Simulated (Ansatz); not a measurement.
Consider SrO in the rock salt structure (space group Fm-3m, No. 225).

```
SrO
1.0
    0.00000     2.56124     2.56124
    2.56124     0.00000     2.56124
    2.56124     2.56124     0.00000
Sr O
1 1
Direct
  0.50000   0.50000   0.50000
  0.00000   0.00000   0.00000
```

Method: Kohn–Sham DFT with the PBEsol functional, run in Ansatz (an electronic-structure program) with PAW and 420 eV plane waves, spin-orbit coupling left out.

Now apply this change: full substitution Sr → Ba; the structure is relaxed again.

Measured lattice parameter a: SrO 5.16 Å (room temperature; as listed in Juan A. Santana et al., The Journal of Chemical Physics (2016)); BaO 5.54 Å (room temperature; as listed in Juan A. Santana et al., The Journal of Chemical Physics (2016)).

Q: How well does PBEsol reproduce the measured shift?

A: With PBEsol the lattice parameter a moves by +0.367 Å (5.122 → 5.490) against +0.380 Å measured.

Stability against distortions was not tested.
